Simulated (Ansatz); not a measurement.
The starting structures come from a database of crystals and need not be the phases stable at ambient conditions.

Inside the gap of an insulator the Bloch states are evanescent, with a wavenumber k + iκ along the transport direction.

Here is the system:

```
B
1.0
    5.03164     0.00000     0.00000
    0.00000     6.93885     0.00000
    0.00000     0.00000     5.59965
B
28
Direct
  0.34687   0.29188   0.90710
  0.65313   0.70812   0.09290
  0.65313   0.29188   0.09290
  0.34687   0.70812   0.90710
  0.84687   0.20812   0.59290
  0.15313   0.79188   0.40710
  0.15313   0.20812   0.40710
  0.84687   0.79188   0.59290
  0.85201   0.00000   0.77096
  0.14799   0.00000   0.22904
  0.35201   0.50000   0.72904
  0.64799   0.50000   0.27096
  0.16420   0.50000   0.99229
  0.83580   0.50000   0.00771
  0.66420   0.00000   0.50771
  0.33580   0.00000   0.49229
  0.66067   0.37467   0.78075
  0.33933   0.62533   0.21925
  0.33933   0.37467   0.21925
  0.66067   0.62533   0.78075
  0.16067   0.12533   0.71925
  0.83933   0.87467   0.28075
  0.83933   0.12533   0.28075
  0.16067   0.87467   0.71925
  0.83007   0.50000   0.51953
  0.16993   0.50000   0.48047
  0.33007   0.00000   0.98047
  0.66993   0.00000   0.01953
```

The cell is taken as given.

Transport runs along the normal of the first two printed cell vectors.

No gap correction and no spin-orbit coupling; mid-gap is the computed energy nearest the middle.

### Question
Compute, with r2SCAN (Ansatz, a quantum-chemistry and plane-wave program), the band gap and the smallest decay constant κ at mid-gap.

### Answer
Gap 1.63 eV on a 6×6×6 mesh; κ = 0.228 1/Å, at the zone centre.
